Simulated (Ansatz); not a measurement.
Results of LDA in Ansatz (plane waves, PAW) for CdO (P6₃mc, No. 186; start mp-13119; another space group than a measured phase of this formula).

Input file:

Ansatz 0.2 input:
```yaml
crystal:
  lattice:
    - [3.624480809, 0.0, 0.0]
    - [-1.8122404045, 3.1388924561, 0.0]
    - [0.0, 0.0, 5.6590586085]
  atoms:
    - { symbol: Cd, position: [0.6666666667, 0.3333333333, 0.4974403966] }
    - { symbol: Cd, position: [0.3333333333, 0.6666666667, 0.9974403966] }
    - { symbol: O, position: [0.6666666667, 0.3333333333, 0.8874596034] }
    - { symbol: O, position: [0.3333333333, 0.6666666667, 0.3874596034] }
basis:
  ecutwfc: 520
  ecutrho_ratio: 4
  xc_grid: 2
kpoints:
  mp_grid: { grid: [18, 18, 10] }
hamiltonian:
  xc: lda
  dispersion: none
  pseudopotentials: { azcp: { folder: ./paw }, kind: paw }
scf:
  occupations: { method: fermi_dirac, width: 0.05 }
  convergence: { dr2_threshold: 0.0000000004 }
output:
  forces: true
  stress: true
  eigenvalues: true
```

The run printed, among other lines:

```
Crystal: 4 atoms, lattice volume = 64.382 Å³
Basis set: ecut = 520 eV, 1749 PW (Γ), exchange–correlation on 54×54×90 points (8 copies of the dense FFT grid, shifted against one another)
Bands: 32, of which v1, the nominal top of the filled ones, is band 26 counted from 1 (25 counted from 0)
Symmetry: 12 space group operations
Space group: P63mc (ITA 186), of the structure as read, at distance tolerance 4.0e-5 Å
k-points: 222 of 3240 (time reversal used)
Initial density: superposition of atomic densities (chi_scale 0.1, normalization cell, long waves kept (reshape's long-wave potential 0.00 eV rms))
Functional: x = slater, c = lda
SCF iter   1: F=—  HF=-17346.278964 eV  |F-HF|=—  |Δ(HF+E_count)|=         —  Δρ=8.42e-2  dr2=3.51e0
SCF iter   2: F=—  HF=-17345.346350 eV  |F-HF|=—  |Δ(HF+E_count)|=   9.33e-1  Δρ=2.58e-2  dr2=4.06e-1
  ...
SCF iter   9: F=—  HF=-17345.292374 eV  |F-HF|=—  |Δ(HF+E_count)|=   1.61e-8  Δρ=1.86e-6  dr2=2.40e-9
SCF iter  10: F=-17345.292374 eV  HF=-17345.292374 eV  |F-HF|=3.64e-11  |Δ(HF+E_count)|=  6.55e-11  Δρ=4.10e-7  dr2=9.11e-11
SCF 1 converged in 10 iterations: F = -17345.292374 eV  dr2 = 9.11e-11
SCF converged after 10 iterations
Free energy (F): -17345.292374 eV
Internal energy: -17345.292006 eV  (E = F + TS)
E sigma→0 (E₀):  -17345.292190 eV
Fermi energy:    8.786538 eV
--- Stress (GPa, compression-positive) ---
       -4.271415       0.000000       0.000000
       -0.000000      -4.271415       0.000000
        0.000000       0.000000      -3.948533
  P = ⅓ Tr σ = -4.1638 GPa (-41.638 kbar)
```

The PAW data were made under PBE.

Note: cell and atoms aren't relaxed at this level (pressure -4.2 GPa).

The result took roughly 60 core-seconds.

A start named mp-… is a Materials Project structure, which can be a computed phase never made.

Ansatz is a quantum-chemistry and plane-wave program.
